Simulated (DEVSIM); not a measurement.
Structure: double heterostructure, GaAs between p- and n-type Al0.25Ga0.75As, at 350 K.

```tsv
layer (left to right)	material	thickness (μm)	Nd (cm⁻³)	Na (cm⁻³)	τn (s)	τp (s)
1	Al0.25Ga0.75As	0.730	2e17	-	3.9e-10	3.9e-10
2	GaAs	0.370	-	8.1e15	3.9e-10	3.9e-10
3	Al0.25Ga0.75As	0.410	-	1.3e17	1.2e-11	3.9e-10
```

Left contact: ohmic. Right contact: ohmic. Voltage is applied to the left contact. Recombination: SRH at mid-gap, radiative. Mobility is μmin + (μ − μmin)/(1 + (N/Nref)^α).

The device is made up for the run: typed textbook-type constants, with dimensions and the other settings drawn at random. Values at 300 K; Nc and Nv go as T^1.5, mobilities as T to minus their exponent, the gap by Varshni's rule with the affinity fixed.

| parameter | Al0.25Ga0.75As | GaAs |
|---|---|---|
| gap (eV) | 1.7357 | 1.424 |
| affinity (eV) | 3.8725 | 4.07 |
| permittivity | 12.19 | 12.9 |
| Nc (cm⁻³) | 6.5e17 | 4.7e17 |
| Nv (cm⁻³) | 9e18 | 9e18 |
| μn (cm²/Vs) | 4375 | 8500 |
| μp (cm²/Vs) | 221 | 400 |
| μn,min | 500 | 500 |
| μp,min | 20 | 20 |
| Nref,n | 6e16 | 6e16 |
| Nref,p | 1.5e17 | 1.5e17 |
| αn | 0.39 | 0.39 |
| αp | 0.38 | 0.38 |
| T exponent of μn | 2.1 | 2.1 |
| T exponent of μp | 2.2 | 2.2 |
| B (cm³/s) | 2e-10 | 2e-10 |
| Varshni α (eV/K) | 0.000541 | 0.000541 |
| Varshni β (K) | 204 | 204 |

Simulated with DEVSIM: 1D drift-diffusion, Boltzmann statistics, complete ionisation; no tunnelling, impact ionisation, image-force lowering or self-heating. Band offsets follow the typed affinities; no thermionic-emission limit at abrupt steps, no polarisation charge.

Task: Tabulate band edges, carrier densities and field at zero bias.

Result: Energies count from the Fermi level of the right contact; mesh points crowd at the junctions.

| x (μm) | Ec (eV) | Ev (eV) | n (cm⁻³) | p (cm⁻³) | field (V/cm) |
|---|---|---|---|---|---|
| 0.000 | 0.043 | -1.670 | 2.0e17 | < 1e2 | ≈ 0 |
| 0.009001 | 0.043 | -1.670 | 2.0e17 | < 1e2 | ≈ 0 |
| 0.03309 | 0.043 | -1.670 | 2.0e17 | < 1e2 | ≈ 0 |
| 0.1033 | 0.043 | -1.670 | 2.0e17 | < 1e2 | ≈ 0 |
| 0.4071 | 0.043 | -1.670 | 2.0e17 | < 1e2 | ≈ 0 |
| 0.6198 | 0.043 | -1.670 | 2.0e17 | < 1e2 | ≈ 0 |
| 0.6928 | 0.052 | -1.661 | 1.5e17 | < 1e2 | 8700 |
| 0.7246 | 0.161 | -1.552 | 3.9e15 | < 1e2 | 73000 |
| 0.7313 | 0.018 | -1.383 | 3.3e17 | < 1e2 | 76000 |
| 0.7427 | 0.088 | -1.313 | 3.2e16 | < 1e2 | 55000 |
| 0.7745 | 0.251 | -1.150 | 1.4e14 | 310 | 49000 |
| 0.9150 | 0.826 | -0.575 | 750000 | 6.0e10 | 33000 |
| 1.035 | 1.140 | -0.261 | < 1e2 | 2.0e15 | 20000 |
| 1.080 | 1.227 | -0.174 | < 1e2 | 3.5e16 | 22000 |
| 1.099 | 1.280 | -0.121 | < 1e2 | 2.1e17 | 43000 |
| 1.106 | 1.510 | -0.203 | < 1e2 | 1.4e16 | 40000 |
| 1.125 | 1.559 | -0.154 | < 1e2 | 6.8e16 | 14000 |
| 1.175 | 1.577 | -0.135 | < 1e2 | 1.3e17 | 310 |
| 1.368 | 1.578 | -0.135 | < 1e2 | 1.3e17 | ≈ 0 |
| 1.463 | 1.578 | -0.135 | < 1e2 | 1.3e17 | ≈ 0 |
| 1.496 | 1.578 | -0.135 | < 1e2 | 1.3e17 | ≈ 0 |
| 1.510 | 1.578 | -0.135 | < 1e2 | 1.3e17 | ≈ 0 |
